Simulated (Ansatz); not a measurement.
## Effect of pressure −2 GPa on TiN

Take TiN in the rock salt structure (space group Fm-3m, No. 225; a = 4.247 Å) as the base.

Perturbation: a negative pressure, −2 GPa.

Level of theory: plane-wave PAW DFT at the PBE level (Ansatz, an electronic-structure program, 420 eV), no spin-orbit coupling. Γ-centred 19×19×19 mesh, Fermi–Dirac width 0.05 eV.

Volume per atom: 9.65 Å³ (base 9.58 Å³)
Density: 5.33 g/cm³ (base 5.36 g/cm³)
Lattice parameter a: 425.7 pm (base 424.7 pm)
Shortest interatomic distance: 212.9 pm (base 212.4 pm)
Enthalpy H = E + PV relative to the base's energy: -0.12 eV/atom
Band gap: zero (base zero)

Load acts through the strain it causes; cell and atoms are relaxed under it. Whether these cells are dynamically stable was not tested. The base started in Pnma and relaxed to Fm-3m at this level. The final runs are not spin-polarised. An odd electron count without spin: TiN.
